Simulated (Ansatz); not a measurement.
Ge well of 13 atomic layers along [001] in random Si0.2Ge0.8, interfaces graded over 4 layers

Prepared with Tersoff's 1989 multicomponent potential (SiCGe.tersoff) run with LAMMPS: minimisation. Geometry as solved with PBE, support functions at accuracy medium on the grid of 370 eV (Ansatz, a quantum-chemistry and plane-wave program).

```xyz
720
Lattice="17.11 0.00 0.00 0.00 17.11 0.00 0.00 0.00 57.38" Properties=species:S:1:pos:R:3 pbc="T T T"
Si    -0.03     0.00    -0.04
Ge     1.40     1.39     1.39
Ge     2.86     2.87     0.03
Si     4.26     4.28     1.43
Ge     2.86    -0.03     2.81
Ge     4.28     1.41     4.27
Ge     0.00     2.85     2.83
Ge     1.43     4.28     4.26
Ge    -0.01    -0.01     5.70
Ge     1.42     1.41     7.14
Ge     2.85     2.85     5.70
Ge     4.30     4.28     7.13
Ge     2.85    -0.02     8.59
Ge     4.25     1.44    10.03
Ge     0.00     2.84     8.59
Ge     1.43     4.26    10.04
Ge    -0.02    -0.05    11.48
Ge     1.42     1.45    12.85
Si     2.84     2.84    11.44
Ge     4.26     4.21    12.88
Ge     2.86     0.02    14.30
Si     4.28     1.43    15.70
Ge    -0.03     2.90    14.27
Ge     1.39     4.30    15.75
Ge    -0.01     0.00    17.15
Ge     1.43     1.42    18.59
Ge     2.87     2.83    17.12
Ge     4.27     4.27    18.60
Ge     2.85     0.00    20.06
Ge     4.28     1.43    21.50
Ge     0.01     2.86    20.04
Ge     1.43     4.27    21.50
Ge     0.00     0.00    22.95
Ge     1.43     1.43    24.40
Ge     2.85     2.85    22.96
Ge     4.28     4.28    24.41
Ge     2.85     0.00    25.85
Ge     4.28     1.42    27.31
Ge     0.00     2.85    25.85
Ge     1.42     4.28    27.31
Ge     0.00     0.00    28.76
Ge     1.42     1.42    30.21
Ge     2.85     2.85    28.76
Ge     4.28     4.28    30.21
Ge     2.85     0.00    31.66
Ge     4.27     1.42    33.11
Ge    -0.01     2.84    31.67
Ge     1.42     4.27    33.11
Ge     0.02     0.01    34.61
Si     1.42     1.43    36.01
Ge     2.82     2.83    34.58
Ge     4.26     4.27    35.99
Ge     2.82     0.02    37.42
Ge     4.24     1.44    38.91
Ge     0.00     2.80    37.43
Ge     1.41     4.26    38.90
Ge    -0.03     0.04    40.27
Ge     1.43     1.47    41.71
Si     2.83     2.86    40.30
Ge     4.25     4.24    41.71
Ge     2.86     0.00    43.14
Ge     4.27     1.43    44.58
Si     0.04     2.88    43.15
Si     1.39     4.24    44.57
Ge     0.04     0.04    46.01
Si     1.42     1.47    47.42
Ge     2.83     2.88    46.01
Si     4.31     4.25    47.41
Ge     2.83     0.05    48.80
Ge     4.26     1.50    50.23
Ge     0.01     2.86    48.85
Si     1.46     4.24    50.27
Ge    -0.02     0.02    51.66
Ge     1.44     1.45    53.07
Si     2.83     2.87    51.65
Ge     4.23     4.27    53.06
Ge     2.83    -0.01    54.52
Ge     4.26     1.43    55.97
Ge    -0.01     2.82    54.57
Ge     1.41     4.29    55.97
Ge    -0.05     5.75    -0.03
Ge     1.39     7.16     1.43
Ge     2.80     8.59    -0.03
Ge     4.27     9.98     1.42
Ge     2.87     5.70     2.82
Ge     4.30     7.14     4.29
Si    -0.01     8.55     2.85
Ge     1.39     9.96     4.26
Ge    -0.02     5.71     5.69
Ge     1.41     7.12     7.15
Ge     2.84     8.56     5.72
Ge     4.29     9.99     7.15
Ge     2.85     5.69     8.58
Ge     4.28     7.12    10.00
Ge    -0.02     8.54     8.60
Ge     1.41    10.00    10.01
Ge    -0.07     5.70    11.44
Ge     1.40     7.12    12.85
Ge     2.84     8.55    11.43
Ge     4.27    10.00    12.84
Ge     2.83     5.69    14.29
Ge     4.27     7.14    15.72
Ge    -0.03     8.56    14.30
Ge     1.41     9.99    15.72
Si    -0.01     5.71    17.16
Ge     1.39     7.10    18.58
Ge     2.83     8.55    17.16
Ge     4.27     9.97    18.61
Ge     2.84     5.70    20.04
Ge     4.27     7.12    21.49
Ge    -0.01     8.56    20.03
Ge     1.42     9.98    21.49
Ge     0.00     5.71    22.95
Ge     1.42     7.13    24.40
Ge     2.85     8.55    22.95
Ge     4.28     9.98    24.39
Ge     2.85     5.70    25.86
Ge     4.28     7.13    27.31
Ge     0.00     8.55    25.86
Ge     1.43     9.98    27.31
Ge     0.00     5.70    28.76
Ge     1.42     7.13    30.21
Ge     2.86     8.55    28.77
Ge     4.28     9.98    30.22
Ge     2.85     5.69    31.66
Ge     4.28     7.12    33.10
Ge     0.00     8.56    31.66
Ge     1.41     9.99    33.12
Ge     0.00     5.70    34.54
Ge     1.41     7.13    35.99
Ge     2.85     8.55    34.55
Ge     4.27     9.99    35.99
Ge     2.83     5.70    37.43
Ge     4.28     7.14    38.85
Ge    -0.04     8.57    37.41
Ge     1.38     9.99    38.87
Si     0.01     5.69    40.28
Ge     1.40     7.10    41.70
Ge     2.84     8.56    40.28
Ge     4.28     9.98    41.72
Ge     2.81     5.66    43.18
Ge     4.29     7.07    44.61
Ge    -0.02     8.59    43.11
Ge     1.45     9.98    44.56
Ge    -0.01     5.65    46.00
Ge     1.44     7.09    47.44
Ge     2.88     8.56    46.03
Si     4.29     9.97    47.43
Ge     2.88     5.63    48.84
Ge     4.28     7.16    50.22
Ge     0.02     8.56    48.88
Si     1.42     9.99    50.27
Ge     0.04     5.66    51.67
Ge     1.38     7.17    53.13
Ge     2.81     8.58    51.66
Ge     4.24    10.00    53.10
Ge     2.83     5.71    54.52
Ge     4.26     7.13    55.97
Si    -0.03     8.58    54.56
Si     1.37     9.97    55.92
Ge    -0.01    11.41    -0.05
Ge     1.46    12.85     1.38
Si     2.86    14.30     0.00
Si     4.24    15.66     1.39
Ge     2.84    11.40     2.85
Ge     4.28    12.83     4.29
Ge    -0.01    14.25     2.82
Ge     1.43    15.67     4.27
Ge    -0.01    11.40     5.72
Ge     1.42    12.82     7.17
Ge     2.85    14.25     5.74
Ge     4.30    15.65     7.19
Ge     2.89    11.44     8.61
Si     4.27    12.89    10.02
Ge    -0.03    14.22     8.62
Ge     1.44    15.64    10.04
Ge    -0.04    11.44    11.43
Ge     1.41    12.90    12.85
Si     2.87    14.24    11.42
Ge     4.25    15.66    12.83
Ge     2.83    11.43    14.28
Ge     4.27    12.83    15.72
Si    -0.05    14.26    14.28
Ge     1.38    15.66    15.69
Ge    -0.05    11.45    17.11
Ge     1.40    12.83    18.58
Ge     2.83    14.26    17.15
Ge     4.26    15.70    18.59
Ge     2.83    11.41    20.04
Ge     4.27    12.84    21.48
Ge    -0.01    14.26    20.05
Ge     1.42    15.68    21.50
Ge     0.00    11.40    22.95
Ge     1.43    12.83    24.40
Ge     2.85    14.26    22.95
Ge     4.28    15.68    24.40
Ge     2.85    11.40    25.85
Ge     4.28    12.83    27.31
Ge     0.00    14.26    25.85
Ge     1.43    15.68    27.30
Ge     0.00    11.41    28.76
Ge     1.43    12.83    30.22
Ge     2.85    14.25    28.76
Ge     4.27    15.68    30.21
Ge     2.85    11.41    31.67
Ge     4.28    12.83    33.12
Ge     0.00    14.26    31.67
Ge     1.42    15.69    33.12
Ge    -0.03    11.38    34.59
Ge     1.38    12.85    36.04
Ge     2.83    14.25    34.57
Ge     4.27    15.69    35.99
Ge     2.84    11.41    37.44
Ge     4.28    12.83    38.87
Si    -0.03    14.24    37.47
Ge     1.38    15.68    38.84
Ge    -0.07    11.43    40.30
Ge     1.42    12.84    41.72
Ge     2.85    14.27    40.29
Ge     4.32    15.65    41.76
Ge     2.89    11.44    43.16
Si     4.32    12.85    44.54
Ge    -0.02    14.26    43.14
Ge     1.42    15.68    44.57
Ge     0.00    11.40    45.97
Ge     1.46    12.81    47.39
Ge     2.90    14.24    45.94
Ge     4.28    15.69    47.40
Ge     2.87    11.36    48.86
Si     4.24    12.81    50.27
Ge     0.02    14.24    48.82
Ge     1.44    15.69    50.25
Ge     0.02    11.37    51.72
Si     1.38    12.83    53.14
Ge     2.82    14.20    51.70
Ge     4.28    15.65    53.11
Ge     2.77    11.42    54.54
Ge     4.24    12.88    55.95
Si     0.00    14.20    54.54
Ge     1.38    15.65    55.97
Ge     5.67    -0.04     0.02
Ge     7.12     1.42     1.44
Ge     8.56     2.86     0.01
Ge     9.98     4.30     1.47
Ge     8.59     0.04     2.90
Si    10.03     1.41     4.31
Ge     5.68     2.89     2.84
Ge     7.17     4.29     4.27
Ge     5.71    -0.02     5.73
Ge     7.16     1.40     7.16
Ge     8.59     2.82     5.69
Ge     9.98     4.28     7.13
Si     8.55    -0.02     8.56
Ge     9.95     1.38    10.00
Ge     5.71     2.84     8.57
Ge     7.13     4.29     9.99
Ge     5.71    -0.01    11.42
Ge     7.10     1.43    12.89
Ge     8.54     2.84    11.43
Ge    10.00     4.26    12.85
Ge     8.57    -0.02    14.29
Ge    10.00     1.42    15.72
Si     5.66     2.81    14.31
Ge     7.09     4.24    15.70
Ge     5.67     0.04    17.13
Ge     7.12     1.42    18.60
Ge     8.55     2.84    17.15
Ge     9.98     4.28    18.59
Ge     8.55     0.00    20.05
Ge     9.98     1.43    21.50
Ge     5.70     2.85    20.05
Ge     7.13     4.28    21.50
Ge     5.70     0.00    22.95
Ge     7.13     1.42    24.41
Ge     8.55     2.85    22.95
Ge     9.98     4.28    24.40
Ge     8.55     0.00    25.86
Ge     9.98     1.43    27.31
Ge     5.70     2.85    25.86
Ge     7.13     4.28    27.31
Ge     5.70     0.00    28.76
Ge     7.13     1.42    30.21
Ge     8.55     2.86    28.77
Ge     9.98     4.29    30.22
Ge     8.56     0.00    31.66
Ge     9.98     1.42    33.11
Ge     5.70     2.85    31.67
Ge     7.13     4.28    33.11
Ge     5.70    -0.01    34.54
Ge     7.13     1.42    36.00
Ge     8.56     2.85    34.56
Ge    10.02     4.24    36.03
Ge     8.58     0.00    37.43
Ge    10.04     1.40    38.87
Ge     5.68     2.84    37.44
Ge     7.13     4.25    38.87
Ge     5.73     0.02    40.34
Si     7.17     1.40    41.75
Ge     8.56     2.80    40.31
Ge     9.97     4.25    41.74
Si     8.55    -0.01    43.10
Ge     9.95     1.35    44.58
Ge     5.73     2.82    43.12
Ge     7.09     4.30    44.60
Ge     5.74     0.02    46.00
Si     7.10     1.44    47.43
Ge     8.51     2.82    46.01
Ge     9.96     4.29    47.39
Ge     8.55     0.01    48.78
Ge     9.98     1.43    50.25
Si     5.70     2.85    48.77
Ge     7.09     4.26    50.20
Ge     5.68     0.02    51.67
Ge     7.13     1.43    53.11
Ge     8.54     2.87    51.66
Ge     9.99     4.31    53.08
Ge     8.55     0.00    54.55
Ge    10.00     1.43    55.97
Ge     5.68     2.87    54.52
Ge     7.12     4.29    55.96
Ge     5.67     5.69     0.05
Ge     7.16     7.10     1.46
Ge     8.59     8.52    -0.02
Ge    10.00     9.97     1.43
Si     8.57     5.71     2.87
Ge     9.98     7.12     4.27
Ge     5.74     8.58     2.88
Si     7.14     9.98     4.30
Ge     5.76     5.73     5.73
Si     7.15     7.15     7.13
Ge     8.55     8.58     5.73
Si    10.00    10.01     7.10
Ge     8.54     5.74     8.54
Ge     9.98     7.15     9.98
Ge     5.74     8.53     8.55
Ge     7.15    10.00     9.98
Ge     5.69     5.68    11.45
Ge     7.14     7.13    12.87
Ge     8.57     8.58    11.44
Ge    10.04    10.02    12.83
Ge     8.56     5.69    14.29
Ge    10.00     7.15    15.72
Ge     5.70     8.57    14.29
Ge     7.14     9.99    15.73
Ge     5.70     5.70    17.15
Ge     7.13     7.12    18.60
Ge     8.56     8.55    17.17
Ge    10.00     9.99    18.59
Ge     8.56     5.70    20.05
Ge     9.98     7.13    21.50
Ge     5.70     8.55    20.05
Ge     7.13     9.98    21.49
Ge     5.70     5.70    22.95
Ge     7.12     7.13    24.40
Ge     8.55     8.55    22.95
Ge     9.98     9.98    24.40
Ge     8.55     5.70    25.85
Ge     9.98     7.13    27.30
Ge     5.70     8.56    25.85
Ge     7.13     9.98    27.31
Ge     5.70     5.70    28.76
Ge     7.13     7.13    30.21
Ge     8.56     8.55    28.76
Ge     9.98     9.98    30.21
Ge     8.56     5.72    31.67
Ge     9.96     7.15    33.15
Ge     5.71     8.55    31.67
Ge     7.15     9.95    33.14
Ge     5.70     5.70    34.55
Ge     7.16     7.15    35.97
Si     8.56     8.56    34.56
Ge     9.93     9.98    35.99
Ge     8.56     5.69    37.43
Ge     9.99     7.12    38.86
Ge     5.72     8.58    37.42
Ge     7.17    10.03    38.84
Ge     5.69     5.69    40.29
Ge     7.13     7.13    41.71
Ge     8.57     8.57    40.29
Ge    10.02    10.00    41.71
Ge     8.55     5.71    43.16
Ge    10.01     7.17    44.54
Ge     5.69     8.53    43.16
Ge     7.12    10.00    44.56
Si     5.67     5.66    46.04
Ge     7.07     7.13    47.41
Ge     8.54     8.56    45.98
Ge    10.02     9.99    47.38
Ge     8.56     5.73    48.85
Si     9.98     7.13    50.25
Si     5.67     8.58    48.79
Ge     7.09     9.96    50.21
Ge     5.69     5.70    51.66
Ge     7.14     7.12    53.10
Ge     8.56     8.53    51.63
Ge     9.97     9.97    53.09
Ge     8.59     5.73    54.56
Si    10.01     7.13    55.96
Ge     5.69     8.56    54.52
Ge     7.13     9.97    55.96
Ge     5.69    11.42    -0.01
Ge     7.13    12.82     1.44
Ge     8.55    14.25     0.00
Ge     9.98    15.69     1.44
Ge     8.54    11.37     2.89
Ge    10.01    12.78     4.32
Ge     5.66    14.28     2.82
Ge     7.13    15.68     4.27
Ge     5.75    11.39     5.71
Ge     7.13    12.85     7.20
Ge     8.56    14.25     5.73
Ge     9.98    15.72     7.14
Ge     8.64    11.41     8.58
Si    10.04    12.80    10.03
Si     5.68    14.23     8.61
Ge     7.14    15.67     9.95
Ge     5.68    11.45    11.38
Ge     7.14    12.83    12.84
Ge     8.60    14.23    11.39
Ge    10.03    15.64    12.87
Ge     8.58    11.41    14.28
Ge    10.03    12.85    15.69
Ge     5.70    14.26    14.28
Ge     7.12    15.69    15.73
Ge     5.70    11.40    17.17
Ge     7.14    12.83    18.60
Ge     8.57    14.26    17.15
Ge     9.99    15.68    18.61
Ge     8.57    11.41    20.05
Ge     9.99    12.83    21.50
Ge     5.70    14.27    20.03
Ge     7.13    15.68    21.50
Ge     5.70    11.41    22.94
Ge     7.13    12.83    24.40
Ge     8.56    14.26    22.95
Ge     9.98    15.68    24.40
Ge     8.55    11.40    25.85
Ge     9.98    12.83    27.31
Ge     5.70    14.25    25.85
Ge     7.13    15.68    27.31
Ge     5.70    11.40    28.76
Ge     7.12    12.82    30.22
Ge     8.55    14.25    28.77
Ge     9.98    15.68    30.21
Ge     8.56    11.39    31.67
Ge     9.99    12.83    33.10
Ge     5.70    14.25    31.66
Ge     7.13    15.67    33.11
Ge     5.72    11.40    34.57
Ge     7.16    12.81    36.02
Ge     8.56    14.25    34.55
Ge     9.99    15.67    35.99
Si     8.58    11.41    37.43
Ge     9.98    12.79    38.88
Ge     5.71    14.26    37.44
Ge     7.14    15.69    38.88
Ge     5.74    11.44    40.33
Si     7.11    12.86    41.76
Ge     8.54    14.23    40.33
Ge    10.01    15.69    41.72
Ge     8.55    11.45    43.12
Ge    10.02    12.85    44.56
Si     5.72    14.21    43.16
Ge     7.15    15.68    44.51
Ge     5.65    11.41    45.99
Ge     7.11    12.85    47.40
Ge     8.59    14.30    46.00
Si    10.01    15.70    47.41
Ge     8.56    11.41    48.81
Ge     9.99    12.87    50.23
Ge     5.65    14.24    48.87
Ge     7.12    15.69    50.25
Ge     5.67    11.42    51.65
Ge     7.09    12.85    53.12
Ge     8.55    14.27    51.69
Ge     9.99    15.68    53.12
Ge     8.54    11.40    54.52
Ge     9.99    12.83    55.96
Si     5.68    14.25    54.53
Ge     7.09    15.64    55.94
Ge    11.45     0.01     0.04
Si    12.83     1.45     1.44
Ge    14.26     2.80     0.00
Ge    15.66     4.29     1.41
Ge    14.22     0.01     2.82
Ge    15.66     1.43     4.27
Ge    11.44     2.83     2.89
Si    12.83     4.28     4.28
Si    11.37     0.02     5.70
Ge    12.79     1.41     7.11
Ge    14.22     2.88     5.70
Ge    15.67     4.28     7.15
Ge    14.24     0.00     8.57
Ge    15.67     1.41    10.04
Ge    11.39     2.84     8.58
Ge    12.84     4.27    10.01
Ge    11.44     0.01    11.45
Si    12.85     1.41    12.85
Ge    14.26     2.85    11.49
Si    15.64     4.30    12.89
Ge    14.25    -0.03    14.24
Ge    15.67     1.42    15.70
Ge    11.45     2.82    14.27
Ge    12.87     4.29    15.69
Ge    11.42    -0.02    17.15
Ge    12.84     1.42    18.59
Ge    14.27     2.86    17.15
Ge    15.71     4.30    18.58
Ge    14.26    -0.01    20.04
Ge    15.69     1.43    21.48
Ge    11.40     2.85    20.04
Ge    12.83     4.28    21.48
Ge    11.40     0.00    22.95
Ge    12.83     1.43    24.39
Ge    14.26     2.85    22.94
Ge    15.68     4.28    24.40
Ge    14.26     0.00    25.85
Ge    15.68     1.43    27.31
Ge    11.41     2.85    25.85
Ge    12.83     4.28    27.31
Ge    11.41     0.00    28.76
Ge    12.84     1.43    30.21
Ge    14.26     2.86    28.76
Ge    15.68     4.28    30.22
Ge    14.27     0.00    31.66
Ge    15.68     1.42    33.14
Ge    11.40     2.85    31.66
Ge    12.83     4.28    33.11
Ge    11.41     0.01    34.56
Ge    12.82     1.44    36.04
Ge    14.24     2.85    34.57
Ge    15.69     4.27    36.00
Ge    14.24    -0.01    37.49
Si    15.68     1.41    38.85
Si    11.41     2.84    37.45
Ge    12.82     4.25    38.85
Si    11.43    -0.05    40.27
Ge    12.82     1.39    41.67
Ge    14.29     2.82    40.26
Ge    15.74     4.27    41.71
Ge    14.25     0.01    43.15
Ge    15.73     1.47    44.54
Ge    11.40     2.80    43.15
Ge    12.85     4.25    44.56
Si    11.37    -0.04    46.00
Ge    12.81     1.40    47.37
Ge    14.30     2.87    46.02
Si    15.68     4.29    47.45
Ge    14.27     0.02    48.84
Si    15.69     1.43    50.24
Ge    11.42     2.87    48.81
Ge    12.88     4.31    50.22
Ge    11.41    -0.01    51.68
Ge    12.87     1.41    53.10
Ge    14.29     2.84    51.65
Ge    15.70     4.27    53.11
Ge    14.31     0.00    54.57
Si    15.71     1.39    55.99
Ge    11.42     2.86    54.51
Ge    12.85     4.29    55.97
Ge    11.41     5.74     0.02
Si    12.84     7.13     1.43
Ge    14.28     8.50     0.01
Ge    15.70     9.96     1.44
Ge    14.20     5.70     2.85
Ge    15.67     7.16     4.24
Ge    11.46     8.55     2.86
Si    12.79    10.00     4.30
Ge    11.43     5.68     5.69
Ge    12.83     7.15     7.14
Ge    14.23     8.60     5.69
Ge    15.66     9.99     7.16
Ge    14.27     5.74     8.60
Si    15.68     7.14    10.02
Ge    11.38     8.61     8.54
Ge    12.80    10.02    10.03
Ge    11.41     5.72    11.43
Ge    12.88     7.10    12.89
Ge    14.27     8.55    11.42
Ge    15.63    10.03    12.89
Si    14.29     5.68    14.28
Ge    15.68     7.08    15.72
Ge    11.47     8.60    14.30
Si    12.88    10.02    15.70
Ge    11.42     5.70    17.14
Ge    12.83     7.15    18.59
Ge    14.24     8.57    17.12
Ge    15.67     9.99    18.57
Ge    14.27     5.71    20.03
Ge    15.68     7.14    21.49
Ge    11.41     8.56    20.05
Ge    12.83     9.98    21.50
Ge    11.41     5.70    22.94
Ge    12.83     7.13    24.40
Ge    14.26     8.56    22.95
Ge    15.68     9.98    24.41
Ge    14.26     5.70    25.85
Ge    15.68     7.13    27.31
Ge    11.40     8.55    25.85
Ge    12.83     9.98    27.31
Ge    11.40     5.70    28.76
Ge    12.82     7.13    30.22
Ge    14.25     8.55    28.76
Ge    15.68     9.98    30.21
Ge    14.25     5.71    31.67
Ge    15.68     7.14    33.11
Ge    11.40     8.55    31.68
Ge    12.83     9.99    33.12
Ge    11.41     5.71    34.57
Ge    12.85     7.15    36.00
Ge    14.28     8.59    34.57
Si    15.67     9.98    36.01
Ge    14.26     5.70    37.44
Ge    15.70     7.11    38.90
Ge    11.41     8.58    37.44
Ge    12.84    10.03    38.89
Ge    11.41     5.69    40.31
Ge    12.81     7.16    41.75
Ge    14.27     8.59    40.33
Si    15.64    10.03    41.74
Ge    14.26     5.70    43.12
Ge    15.69     7.13    44.56
Si    11.40     8.59    43.14
Ge    12.82    10.01    44.54
Ge    11.41     5.70    45.97
Ge    12.86     7.09    47.43
Ge    14.25     8.56    45.98
Ge    15.68     9.98    47.41
Si    14.31     5.69    48.81
Ge    15.68     7.09    50.26
Ge    11.41     8.52    48.85
Ge    12.85     9.95    50.29
Ge    11.44     5.76    51.66
Si    12.83     7.13    53.11
Ge    14.28     8.54    51.76
Si    15.73     9.95    53.15
Ge    14.27     5.76    54.52
Si    15.70     7.17    55.92
Ge    11.41     8.52    54.53
Ge    12.86     9.96    55.96
Ge    11.43    11.41     0.00
Ge    12.89    12.85     1.40
Si    14.32    14.22    -0.04
Ge    15.67    15.69     1.36
Ge    14.23    11.37     2.88
Ge    15.67    12.83     4.28
Ge    11.41    14.24     2.86
Ge    12.79    15.72     4.30
Si    11.41    11.34     5.71
Ge    12.79    12.79     7.12
Ge    14.23    14.26     5.71
Ge    15.68    15.67     7.16
Ge    14.26    11.44     8.61
Si    15.66    12.84    10.03
Ge    11.38    14.23     8.59
Ge    12.85    15.65    10.02
Si    11.43    11.47    11.45
Si    12.82    12.81    12.89
Ge    14.28    14.21    11.49
Si    15.69    15.64    12.89
Si    14.22    11.45    14.30
Si    15.67    12.84    15.64
Si    11.44    14.21    14.25
Ge    12.82    15.64    15.67
Ge    11.45    11.38    17.12
Ge    12.85    12.83    18.58
Ge    14.29    14.22    17.10
Ge    15.68    15.67    18.58
Ge    14.26    11.40    20.05
Ge    15.68    12.83    21.50
Ge    11.42    14.25    20.04
Ge    12.83    15.68    21.50
Ge    11.41    11.40    22.96
Ge    12.83    12.83    24.41
Ge    14.26    14.26    22.95
Ge    15.68    15.68    24.40
Ge    14.26    11.41    25.86
Ge    15.69    12.83    27.31
Ge    11.40    14.26    25.86
Ge    12.83    15.69    27.30
Ge    11.40    11.40    28.76
Ge    12.83    12.84    30.20
Ge    14.26    14.26    28.75
Ge    15.68    15.68    30.21
Ge    14.25    11.41    31.66
Ge    15.68    12.82    33.12
Ge    11.41    14.26    31.66
Ge    12.84    15.69    33.11
Ge    11.40    11.41    34.56
Ge    12.84    12.84    36.01
Ge    14.26    14.27    34.56
Ge    15.69    15.66    36.05
Ge    14.31    11.42    37.43
Si    15.69    12.86    38.84
Ge    11.42    14.27    37.47
Si    12.81    15.69    38.89
Si    11.41    11.41    40.30
Ge    12.81    12.82    41.72
Ge    14.24    14.25    40.24
Ge    15.66    15.69    41.70
Si    14.24    11.39    43.11
Ge    15.63    12.80    44.53
Si    11.41    14.26    43.13
Ge    12.78    15.69    44.57
Si    11.41    11.41    45.96
Ge    12.76    12.84    47.41
Ge    14.23    14.25    45.98
Ge    15.69    15.69    47.40
Ge    14.23    11.41    48.84
Ge    15.70    12.81    50.27
Si    11.37    14.29    48.80
Ge    12.82    15.65    50.22
Ge    11.41    11.42    51.68
Ge    12.86    12.81    53.12
Ge    14.27    14.25    51.68
Ge    15.72    15.66    53.14
Ge    14.33    11.39    54.54
Si    15.70    12.86    55.94
Ge    11.44    14.26    54.55
Ge    12.89    15.66    56.00
```
